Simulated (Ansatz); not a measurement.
# Migration barriers: interstitial Na in zinc-blende ZnS, charge state +1

Defect migration in zinc-blende ZnS: interstitial Na, charge state +1. Method: PBE, PAW (plane waves to 420 eV; Ansatz, an electronic-structure program).

64-site cell at the relaxed PBE lattice, the Γ point alone, smearing 0.01 eV, spin-restricted, no finite-size correction. Static, classical nuclei. The charge state is imposed; whether it is stable for some Fermi level was not computed. Sites that were not tried may lie lower.

Barriers: single points on a 2×2×2 k-point mesh shifted by half a step at the bands' geometries.

```
Route                        Start site over the lowest site run (eV)  Hop (Å)  Forward barrier (eV)  Backward barrier (eV)      Neighbours at the start     Neighbours at the saddle  Saddle order  Forward, on the band's own sampling (eV)
---------------------------  ----------------------------------------  -------  --------------------  ---------------------  ---------------------------  ---------------------------  ------------  ----------------------------------------
one Na atom jumps by itself                                      0.00     2.36                  0.87                   0.66  6 S at 2.72; 4 Zn at 2.61 Å  3 S at 2.44; 3 Zn at 2.69 Å   first order                                      0.85
```

Paths come from CI-NEB runs.  

The whole set of runs took roughly 2.3 core-hours.
